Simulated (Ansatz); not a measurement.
## hcp Zr (0 0 1) on anatase TiO2 (1 1 0) (film strained to the substrate, started from cuts of the bulks and a machine-learned relaxation; slabs O20Ti10 and Zr12, which can lie off the formulas)

A periodic stack without vacuum, hcp Zr (0 0 1) on anatase TiO2 (1 1 0) (film strained to the substrate, started from cuts of the bulks and a machine-learned relaxation; slabs O20Ti10 and Zr12, which can lie off the formulas): substrate slab O20Ti10, film Zr12, surface cells [[0, -1], [1, 0]] and [[-1, 1], [-2, -1]], film strained by -4.0 and 0.0 %, outermost planes OTi/OTi and Zr/Zr as cut, which need not be the usual terminations and can put a slab off its formula.

The start was prepared with a machine-learned potential, and the result is one local minimum, with the in-plane cell held and forces under 0.04 eV/Å; the film can end far from its bulk form.

Level of theory: PBE (plane waves to 420 eV, PAW; Ansatz, an electronic-structure program). Scalar-relativistic, without spin–orbit coupling; the runs are not spin-polarised; PBE gaps are too small against experiment. Its k-point mesh 6×6×1, Fermi–Dirac width 0.05 eV.

interface area: 26.1 Å²
period: 23.82 Å
heights between the nearest atoms of the two slabs at the two interfaces: 1.08 and 1.08 Å
Ti–Zr contacts across the interfaces within 1.22 times the sum of covalent radii: 16, mean 3.49 Å
O–Zr contacts across the interfaces within 1.22 times the sum of covalent radii: 10, mean 2.28 Å
estimate of the barrier: withheld, since the Fermi level falls at or inside a band of the host, which a slab this thin can't settle

```xyz
42
Lattice="5.3718 0.0000 0.0829 2.6853 4.8504 0.0674 -2.2950 0.1153 23.7848" Properties=species:S:1:pos:R:3 pbc="T T T"
O      3.7614     4.2449     0.9094
O      4.7977     1.9146     2.3161
O      1.8967     2.8524     2.0969
O      3.8095     0.4509     0.4314
O      6.1483     4.4456     3.6583
O      2.1041     2.0206     4.9240
O      4.7726     2.8612     5.0143
O      0.7975     0.3676     3.5805
O      3.4449     4.4634     6.3770
O      4.7119     2.0429     7.7282
O      2.0263     2.8780     7.6626
O      3.4457     0.4485     6.3262
O      6.0699     4.4808     9.1077
O      1.9870     2.1244    10.3922
O      4.6936     2.8967    10.4637
O      0.6816     0.4712     9.0478
O      3.5733     4.4897    11.9425
O      4.3505     2.0415    13.6241
O      1.7108     3.0971    13.1324
O      3.3593     0.5771    11.7392
Ti     3.3968     2.3508     1.1253
Ti     4.9258    -0.0519     2.3646
Ti     6.0812     2.4282     3.7310
Ti     2.1579     0.0178     4.9891
Ti     3.3760     2.4600     6.3587
Ti    -0.5905     0.0312     7.6133
Ti     0.6273     2.4741     8.9824
Ti     2.0756     0.0633    10.3242
Ti     3.2314     2.5438    11.6898
Ti    -0.6114     0.1417    12.8474
Zr     2.4829     1.9937    14.8108
Zr    -0.2061     0.7867    15.5522
Zr     5.3136     3.6346    14.7263
Zr     0.7772     2.4049    17.8867
Zr     2.9859     0.4420    17.5547
Zr     3.4694     3.3807    17.4136
Zr     2.8783     2.1676    20.2862
Zr    -0.2847     0.2057    19.8701
Zr     5.0798     4.0794    20.4951
Zr     0.6990     1.8223    22.2056
Zr     3.3811     0.6168    23.0303
Zr     3.2334     3.8251    23.1814
```
